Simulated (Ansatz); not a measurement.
Partial pair distribution functions of a relaxed model of amorphous Ta18O40, broadened by 0.06 Å; density 7.34 g/cm³. Computed with PBE, scalar-relativistic without spin-orbit coupling (plane waves to 420 eV, PAW; Ansatz, a quantum-chemistry and plane-wave program). The usual formal charges leave 10 electrons over, so the level spacing at the Fermi energy parts defect or band states and needn't be the band gap.

A CHGNet melt-quench gave the starting glass, which DFT then relaxed. O atoms were pushed apart under 1.9 Å during the dynamics, to hinder bonds among them. The hot cell started wider than the set density and was brought back towards it in steps. It is the lowest in DFT energy of 2 quenches. It is a model cell: composition and starting density were chosen by hand, and all elements were melted together. No dispersion term was used. Its density started from a set value of 7.41 and ended at 7.34 g/cm³. The quench (nominally 57 K/ps over its main leg) was far faster than any real one, so the model tends to hold more defects than a real film. Values belong to this one cell and scatter from quench to quench. The volume was free in the relaxation, at fixed shape. Stress components on the final sampling reach 1.6 GPa. On a 2×2×2 Γ-centred mesh force components of up to 0.23 eV/Å stay, since the relaxation ran on the zone centre alone.

| r (Å) | g Ta-O | g Ta-Ta | g O-O |
|---|---|---|---|
| 1.60 | 0.00 | 0.00 | 0.00 |
| 1.70 | 0.28 | 0.00 | 0.00 |
| 1.80 | 3.19 | 0.00 | 0.00 |
| 1.90 | 5.38 | 0.00 | 0.00 |
| 2.00 | 6.63 | 0.00 | 0.00 |
| 2.10 | 4.81 | 0.00 | 0.00 |
| 2.20 | 2.40 | 0.00 | 0.00 |
| 2.30 | 0.53 | 0.00 | 0.03 |
| 2.40 | 0.13 | 0.00 | 0.22 |
| 2.50 | 0.02 | 0.00 | 0.81 |
| 2.60 | 0.00 | 0.05 | 2.47 |
| 2.70 | 0.04 | 0.63 | 2.94 |
| 2.80 | 0.08 | 0.89 | 2.06 |
| 2.90 | 0.03 | 1.33 | 2.27 |
| 3.00 | 0.13 | 0.59 | 2.42 |
| 3.10 | 0.16 | 0.78 | 1.90 |
| 3.20 | 0.20 | 0.97 | 1.08 |
| 3.30 | 0.42 | 1.60 | 0.73 |
| 3.40 | 0.30 | 1.25 | 0.67 |
| 3.50 | 0.93 | 1.05 | 0.65 |
| 3.60 | 1.18 | 2.07 | 0.70 |
| 3.70 | 0.95 | 2.37 | 0.75 |
| 3.80 | 0.92 | 2.19 | 0.84 |
| 3.90 | 1.03 | 2.31 | 0.91 |
| 4.00 | 1.14 | 1.29 | 0.82 |
| 4.10 | 1.42 | 0.65 | 0.86 |
| 4.20 | 1.48 | 0.56 | 0.84 |
| 4.30 | 1.45 | 0.44 | 0.68 |
| 4.40 | 1.49 | 0.54 | 0.62 |
| 4.50 | 1.57 | 1.02 | 0.67 |
| 4.60 | 1.43 | 0.84 | 0.57 |
| 4.70 | 1.06 | 0.24 | 0.83 |
| 4.80 | 1.13 | 0.37 | 0.97 |

Within 2.50 Å each Ta has 5.33 O neighbours on average.
